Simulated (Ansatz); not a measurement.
MgO under load (space group Fm-3m), r2SCAN, rigid bands (Ansatz, a quantum-chemistry and plane-wave program). Condition of this run: hydrostatic pressure of 12 GPa (compression positive) (the target of the relaxation). Band gap 6.31 eV, N_c = 6.20e18 cm⁻³ and N_v = 2.66e20 cm⁻³ at 300 K, conductivity masses of 0.392 mₑ (electrons) and 2.19 mₑ (holes). Take k_BT = 0.02585 eV.

Task: A film of it is 2 nm thick. Estimate the confinement energies in an infinite well.

Result: ħ²π²/(2m t²) = 0.376 eV·nm²/(m/mₑ × t²) gives 240 meV for electrons and 42.9 meV for holes, so the gap would widen to about 6.59 eV. Finite barriers and nonparabolic bands lower this, and with several valleys or bands the heaviest mass along the normal sets the lowest level, not this average.

Task: What thermal injection velocity √(2k_BT/πm) limits a ballistic channel?

Result: 8.59e6 cm/s for electrons and 3.64e6 cm/s for holes, a ratio of √(m_h/m_e) = 2.36, for dilute carriers.

Task: Find the intrinsic carrier density and the intrinsic Fermi level.

Result: n_i = √(N_c N_v) exp(−E_g/2k_BT) = 4.06e19 × exp(−122.04) = 4.0e-34 cm⁻³. The level lies (k_BT/2) ln(N_v/N_c) = 49 meV from mid-gap (positive towards the conduction band). Each 0.1 eV added to the gap lowers n_i by a factor of 6.9.

Rigid bands with the computed gap; masses take one relaxation time for all states. Spin-orbit coupling is left out. Geometry: cell and atoms relaxed with PBEsol.
